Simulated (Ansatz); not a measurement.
Variants of one calculation on Li₂MnSiSe₄ (I-4, 8 atoms in the cell)

```xyz
8
Lattice="-2.8398 2.8398 5.6885 2.8398 -2.8398 5.6885 2.8398 2.8398 -5.6885" Properties=species:S:1:pos:R:3 pbc="T T T"
Li     0.0000     0.0000     0.0000
Li     0.0000     2.8398     2.8442
Mn     2.8398     0.0000     2.8442
Si     0.0000     0.0000     5.6885
Se     1.4540     1.4597     4.2322
Se     1.3858     1.3801    -1.4563
Se     1.4597    -1.4540     7.1447
Se     1.3801     4.2938     1.4563
```
Moments meant for the start (each program seeds them in its own way; μB, in the order of the atoms Li Li Mn Si Se Se Se Se): 0.0 0.0 4.0 0.0 0.0 0.0 0.0 0.0.

Base run A: PBE (Ansatz, a program for electronic structure), self-consistent single point.

Its settings: kpoints.mp_grid.grid = 4 4 4; hamiltonian.xc = pbe; hamiltonian.pseudopotentials = {kind: paw} (the program's default PAW files); magnetization.spin_polarized = true; scf.occupations.method = methfessel_paxton; scf.occupations.width = 0.272 eV.

The starting cell was generated: these elements placed on a structure prototype, without a prior relaxation; it need not be a known phase or ordering of this composition. Its lattice was rescaled by a random factor within 2.5 % of one. With one magnetic atom in the cell only a parallel order is possible. In the base run, forces exceed 1 eV/Å. Ansatz's pressure includes its estimate of the finite-basis (Pulay) stress.

ΔF is the free energy per atom less that of run A. 

```json
[
 {"run": "A", "change": "base", "ΔF (meV/atom)": "0.00", "pressure (GPa)": "-0.78", "largest force (eV/Å)": "1.776", "size of the net moment (μB/atom)": "0.63", "k-points": "14"},
 {"run": "B", "change": "kpoints.mp_grid.grid: 4 4 4 → 3 3 3; scf.occupations.width: 0.272 eV → 0.03 eV", "ΔF (meV/atom)": "0.27", "pressure (GPa)": "-0.77", "largest force (eV/Å)": "1.790", "size of the net moment (μB/atom)": "0.63", "k-points": "6"},
 {"run": "C", "change": "kpoints.mp_grid.grid: 4 4 4 → 9 9 9", "ΔF (meV/atom)": "0.01", "pressure (GPa)": "-0.78", "largest force (eV/Å)": "1.776", "size of the net moment (μB/atom)": "0.63", "k-points": "105"},
 {"run": "D", "change": "kpoints.mp_grid.grid: 4 4 4 → 2 2 2; kpoints.mp_grid.shift: default → 0.5 0.5 0.5", "ΔF (meV/atom)": "0.43", "pressure (GPa)": "-0.72", "largest force (eV/Å)": "1.799", "size of the net moment (μB/atom)": "0.63", "k-points": "3"},
 {"run": "E", "change": "scf.mixing.algorithm: default (the program chose MSR1) → anderson; scf.mixing.ndim: default → 4", "ΔF (meV/atom)": "0.00", "pressure (GPa)": "-0.78", "largest force (eV/Å)": "1.776", "size of the net moment (μB/atom)": "0.63", "k-points": "14"},
 {"run": "F", "change": "scf.mixing.algorithm: default (the program chose MSR1) → broyden; scf.mixing.beta_mag: default → 0.2", "ΔF (meV/atom)": "0.00", "pressure (GPa)": "-0.78", "largest force (eV/Å)": "1.776", "size of the net moment (μB/atom)": "0.63", "k-points": "14"},
 {"run": "G", "change": "scf.mixing.preconditioner: default (the program chose Kerker) → kerker_dos", "ΔF (meV/atom)": "0.00", "pressure (GPa)": "-0.78", "largest force (eV/Å)": "1.776", "size of the net moment (μB/atom)": "0.63", "k-points": "14"},
 {"run": "H", "change": "scf.self_checks: default → high", "ΔF (meV/atom)": "0.00", "pressure (GPa)": "-0.78", "largest force (eV/Å)": "1.776", "size of the net moment (μB/atom)": "0.63", "k-points": "14"}
]
```

Run B against A: The free energy hardly moves (within 1 meV/atom), the pressure moves little (-0.78 to -0.77 GPa), the largest force goes from 1.776 to 1.790 eV/Å and the size of the net moment stays at 0.63 μB/atom.

Run D against A: The free energy hardly moves (within 1 meV/atom), the pressure moves little (-0.78 to -0.72 GPa), the largest force goes from 1.776 to 1.799 eV/Å and the size of the net moment stays at 0.63 μB/atom.

Keys are those of Ansatz 0.2.
